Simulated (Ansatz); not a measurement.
Start from SiC in the zinc blende structure (space group F-43m, No. 216; a = 4.357 Å). Axes: x, y, z lie along the cube axes.

Calculations: r2SCAN/PAW in Ansatz (an electronic-structure program), spin-orbit coupling left out, earlier PAW set.

Strains are applied to the cell and any free atomic positions relax; under biaxial strain the out-of-plane vector relaxes too; under stress the whole cell relaxes.

One change was made to it. Results:

The band gap falls by 0.12 eV (1.71 eV → 1.59 eV); the shortest interatomic distance decreases by 0.010 Å to 1.876 Å; the smallest direct gap remains 5.05 eV; the electron mass becomes 0.63 mₑ along k, 0.23 mₑ across (at X) (base: 0.64 mₑ along k, 0.23 mₑ across (at X)).

Question: What was done to the base?
A. uniaxial stress, 1 GPa tension along z
B. biaxial strain −1.21 %, plane normal [001], relaxed out of plane
C. uniaxial strain ε_zz = −2.39 %

Answer: B, biaxial strain −1.21 %, plane normal [001], relaxed out of plane. For comparison, the band gap in the other runs: uniaxial strain ε_zz = −2.39 % gives 1.43 eV; uniaxial stress, 1 GPa tension along z gives 1.69 eV.

Effective masses come from finite differences of ±0.01 Å⁻¹. Along k means along the line from Γ to the band edge. Stability under load was not tested beyond the relaxation.
